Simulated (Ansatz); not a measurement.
The starting structures come from a database of crystals and need not be the phases stable at ambient conditions.

By PBEsol, the system below comes out a metal.

The ballistic (Sharvin) conductance counts the channels at the Fermi level: G/A = (e²/h) × channels of both spins per area.

Input:

```xyz
8
Lattice="5.7560 0.0000 0.0000 0.0000 6.1116 0.0000 0.0000 0.0000 3.7300" Properties=species:S:1:pos:R:3 pbc="T T T"
Ge     1.0710     3.5937     2.7975
Ge     4.6850     2.5179     0.9325
Ge     1.8070     0.5379     0.9325
Ge     3.9490     5.5737     2.7975
Pt     5.7454     1.1778     2.7975
Pt     0.0106     4.9338     0.9325
Pt     2.8887     4.2335     0.9325
Pt     2.8674     1.8780     2.7975
```

Space group of this cell: Pnma. The cell is taken as given; by PBEsol its mean pressure is -2.1 GPa.

The current flows along the normal of the first two printed cell vectors. No spin-orbit coupling; the value is a mean over 0.1 eV about the Fermi level.

**Question.** State the ballistic conductance per area according to PBEsol run with Ansatz (a first-principles code).

**Answer.** 0.42 × 10¹⁵ S/m² for both spins.
